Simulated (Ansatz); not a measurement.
Band structure of CdS (F-43m, 2 atoms in the cell).

```yaml
crystal:
  lattice:
    - [0.00000, 2.94295, 2.94295]
    - [2.94295, 0.00000, 2.94295]
    - [2.94295, 2.94295, 0.00000]
  atoms:
    - { symbol: Cd, position: [0.00000, 0.00000, 0.00000] }
    - { symbol: S, position: [0.25000, 0.25000, 0.25000] }
```

Computed with PBE, PAW files (plane waves; Ansatz, a first-principles code).

Settings: kpoints.mp_grid.grid = 5 5 5; hamiltonian.xc = pbe; hamiltonian.pseudopotentials = {kind: paw} (an earlier, softer set of the program's PAW files); scf.occupations.method = fixed; kpoints.band_path.npoints = 8.

The starting cell comes from a database of computed structures (which also holds hypothetical and non-ambient phases and stackings), without a prior relaxation at this level.

Question: Predict the gap along the standard path and the places of the band edges.

Answer: The gap along the path is 1.08 eV, direct at Γ to within 0.01 eV.

Levels in eV from the top of the valence band on the path, bands 10 to 16:
```csv
point,10,11,12,13,14,15,16
Γ,-7.19,0.00,0.00,0.00,1.08,6.53,6.53
X,-6.77,-3.83,-1.79,-1.79,3.60,4.31,9.08
W,-6.60,-3.77,-2.15,-2.09,5.30,5.43,7.17
K,-6.65,-3.80,-2.41,-1.45,4.23,5.38,8.41
L,-6.83,-4.24,-0.71,-0.71,2.97,6.99,6.99
U,-6.65,-3.80,-2.41,-1.45,4.23,5.38,8.41
```

Keys are those of Ansatz 0.2.
